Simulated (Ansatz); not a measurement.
**TiAl3 under a change: pressure 2.1 GPa**

The reference is TiAl3 (space group I4/mmm, No. 139; a = 3.846 Å, c = 8.619 Å).

The change: cell and atoms relaxed at a pressure of 2.1 GPa.

Calculations: DFT with PBE, PAW potentials and a 420 eV plane-wave cutoff in Ansatz (a first-principles code), scalar-relativistic without spin-orbit coupling, earlier PAW set. k-mesh 17×17×17 (Γ-centred); smearing 0.05 eV (Fermi–Dirac).

```tsv
quantity	base	changed	shift
volume per atom	15.93 Å³	15.63 Å³	-0.30 Å³
density	3.36 g/cm³	3.42 g/cm³	+0.06 g/cm³
lattice parameter a	3.846 Å	3.822 Å	-0.024 Å
c/a ratio	2.241	2.240	-0.001
shortest interatomic distance	2.719 Å	2.702 Å	-0.017 Å
enthalpy H = E + PV relative to the base's energy	–	+0.21 eV/atom	–
band gap	zero	zero	–
```

Cost of the whole job for the changed cell (relaxation, final SCF and bands): very roughly 2.6 core-minutes.

Load acts through the strain it causes; cell and atoms are relaxed under it. Whether these cells are dynamically stable was not tested. The final runs are not spin-polarised.
